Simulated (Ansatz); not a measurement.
La2O3(0001)-slab (10 atoms), on its own PBE lattice.

```xyz
10
Lattice="3.8504 0.0000 0.0000 -1.9252 3.3346 0.0000 0.0000 0.0000 28.4650" Properties=species:S:1:pos:R:3 pbc="T T T"
O      0.0000     2.2231     8.8814
La     1.9252     1.1115     9.5510
O      0.0000     0.0000    11.1073
La     0.0000     2.2231    12.6448
O      1.9252     1.1115    13.3394
O      0.0000     2.2231    15.1256
La     1.9252     1.1115    15.8202
O      0.0000     0.0000    17.3577
La     0.0000     2.2231    18.9140
O      1.9252     1.1115    19.5836
```

Values marked by level come from PBE+D3(BJ) (plane waves to 420 eV, PAW; Ansatz, a first-principles code); r2SCAN (plane waves to 500 eV, PAW; Ansatz); HSE06 (plane waves to 420 eV, PAW; Ansatz). Geometries and values that name no level are of the first. Spin–orbit coupling is left out; PBE gaps are too small against experiment. Its k-point mesh 9×9×1, Fermi–Dirac width 0.01 eV. HSE06 ran on meshes of its own (6×6×1); its edges and gaps are taken over the mesh and over extra points off it, mostly where PBE has its edges.

All levels ran on one geometry.

```csv
level,mesh,gap (eV)
PBE,9×9×1,3.98
r2SCAN,9×9×1,4.45
HSE06,6×6×1,?
```

Question: Complete the blanks.

Answer: 
- HSE06, gap (eV): 5.59
